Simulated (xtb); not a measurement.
xtb 6.7.1, GFN2-xTB: Co(Cl)(nacnac)(OH2)2 (CC1=CC(C)=[N](C)->[Co](<-[OH2])(<-[OH2])([Cl])[N]1C), charge 0, multiplicity 4, 30 atoms. The geometry is a generated start, not checked to be a minimum at this level.

- method: GFN2-xTB
- --acc: 1 (default)
- --etemp (K): 300 (default)
- detailed input (--input): none: ANC optimiser, Lindh (1995) Hessian, microcycle=20, maxdispl=1.0, hlow=0.01 (default)
- basis functions: 81
- valence electrons: 83

```xyz
30

Co    -0.3577     1.3130     0.4457
Cl     0.5907     3.2566     0.4827
C      0.9316    -1.1516    -2.9325
C      0.5802    -0.6814    -1.5409
C      0.9078    -1.5474    -0.4947
C      0.7877    -1.3615     0.8905
C      1.3112    -2.5009     1.7415
N      0.2620    -0.2910     1.4322
C      0.1726    -0.1474     2.8709
N     -0.0068     0.4827    -1.3664
C     -0.2415     1.3192    -2.5272
H      1.3047    -2.1707    -2.9150
H      0.0615    -1.1100    -3.5874
H      1.7023    -0.5105    -3.3598
H      1.3587    -2.4790    -0.7999
H      1.7067    -3.2935     1.1131
H      2.1108    -2.1560     2.3955
H      0.5130    -2.9181     2.3548
H      0.7036     0.7568     3.1735
H     -0.8747    -0.0194     3.1492
H      0.5839    -0.9918     3.4245
H     -0.9844     0.8748    -3.2022
H      0.6791     1.4783    -3.0973
H     -0.5965     2.2958    -2.2015
O     -2.6455     1.3705    -0.2476
H     -2.7151     0.4745    -0.5893
H     -2.6449     1.9719    -0.9981
O     -1.6302     2.2410     2.2716
H     -2.4837     2.4538     1.8830
H     -1.0874     3.0412     2.2309
```

Charge 0 and multiplicity 4 are set for this test and not shown to be the ground state. GFN-xTB has no spin term: --uhf 3 sets the occupations alone.

The structure is relaxed from this start with --opt LEVEL for the levels crude, sloppy, loose, lax, normal, tight, vtight, extreme, once each. Up to the end of the extreme run atoms move by at most 2.9 Å along an axis.

Question: Which level is enough to come within 20 meV of the tightest end point?

Answer: tight: 103 cycles against 120, ending 0.12 meV above.

```csv
level,cycles,energy above the extreme run (meV),gradient norm (eV/Å)
crude,1,170,0.13
sloppy,1,170,0.13
loose,1,170,0.13
lax,32,88,0.093
normal,42,85,0.050
tight,103,0.12,0.021
vtight,119,under 0.01,0.0027
extreme,120,—,0.0018
```
